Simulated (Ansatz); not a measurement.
An Ansatz (an electronic-structure program) run: Si with a change (x(Ge) = 0.375, 8 atoms, Pmm2); PBEsol in Ansatz (plane waves to 420 eV, PAW, spin-orbit coupling left out).

Input:

Ansatz 0.2 input:
```yaml
crystal:
  lattice:
    - [3.8986105685, 0, 0]
    - [0, 3.9012736155, 0]
    - [0, 0, 11.0254169186]
  atoms:
    - { symbol: Si, position: [0, 0, 0.7509855875] }
    - { symbol: Ge, position: [0.5, 0.5, 0.5032874922] }
    - { symbol: Ge, position: [0, 0, 0.2519160835] }
    - { symbol: Si, position: [0.5, 0.5, 0.9941063416] }
    - { symbol: Si, position: [0.5, 0, 0.62976489] }
    - { symbol: Si, position: [0, 0.5, 0.3772240752] }
    - { symbol: Ge, position: [0.5, 0, 0.119917203] }
    - { symbol: Si, position: [0, 0.5, 0.872798327] }
basis: { ecutwfc: 420, ecutrho_ratio: 4, xc_grid: 2, fft_grid_basis: typed }
kpoints: { mp_grid: { grid: [9, 9, 3] } }
hamiltonian:
  xc: pbesol
  dispersion: none
  pseudopotentials: { kind: paw }
scf: { occupations: { method: fermi_dirac, width: 0.05 }, convergence: { dr2_threshold: 0.0000000008 } }
output: { forces: true, stress: true }
checkpoint: { write: state.ck, write_every: 1000 }
```

Output (explanatory and most iteration lines left out):

```
Pseudopotential: Si, paw, valence charge 4
Pseudopotential: Ge, paw, valence charge 14
Crystal: 8 atoms, lattice volume = 167.692 Å³
Basis set: ecut = 420 eV, 3325 PW (Γ), exchange–correlation on 54×54×150 points (8 copies of the dense FFT grid, shifted against one another)
Bands: 39, of which v1, the nominal top of the filled ones, is band 31 counted from 1 (30 counted from 0)
Symmetry: 4 space group operations
Space group: Pmm2 (ITA 25), of the structure as read, at distance tolerance 5.5e-5 Å
k-points: 50 of 243 (time reversal used)
Functional: x = pbesol(κ = 0.804, μ = 0.12345679012345678), c = pbesol(β = 0.046)
SCF iter   1: F=—  HF=-15867.867581 eV  |F-HF|=—  |Δ(HF+E_count)|=         —  Δρ=2.95e-3  dr2=5.13e-2  ethr=1.77e-3  ⟨swp⟩=6.9  Hψ=8334  notcnv=0
SCF iter   2: F=—  HF=-15867.858756 eV  |F-HF|=—  |Δ(HF+E_count)|=   8.83e-3  Δρ=1.72e-3  dr2=6.34e-3  ethr=8.27e-5  ⟨swp⟩=1.9  Hψ=2429  notcnv=0  defer=29
SCF 1 converged in 10 iterations: F = -15867.857751 eV  dr2 = 9.19e-11
SCF converged after 10 iterations
Free energy (F): -15867.857751 eV
Internal energy: -15867.857329 eV  (E = F + TS)
E sigma→0 (E₀):  -15867.857540 eV
Entropy (-TS):   -0.000422 eV (-0.053 meV/atom)
Fermi energy:    7.314282 eV
--- Forces (eV/Å), atoms counted from 1 ---
  atom   1  Si     0.00000000     0.00000000    -0.00043888
  atom   2  Ge     0.00000000     0.00000000     0.00009793
  atom   3  Ge     0.00000000     0.00000000    -0.00020977
  atom   4  Si     0.00000000     0.00000000    -0.00004837
  atom   5  Si    -0.00000000     0.00000000     0.00013960
  atom   6  Si    -0.00000000     0.00000000     0.00009697
  atom   7  Ge    -0.00000000     0.00000000     0.00012461
  atom   8  Si    -0.00000000     0.00000000     0.00023847
--- Stress (GPa, compression-positive) ---
       -0.001382       0.000000      -0.000000
        0.000000       0.000133       0.000000
       -0.000000       0.000000       0.001246
  P = ⅓ Tr σ = -0.0000 GPa (-0.000 kbar)
```

Each cell is one ordered arrangement of few atoms, which overstates ordering effects compared with a random alloy. Whether these cells are dynamically stable was not tested. The cell was made from Si by this change: x(Ge) = 0.375, 8 atoms, Pmm2.
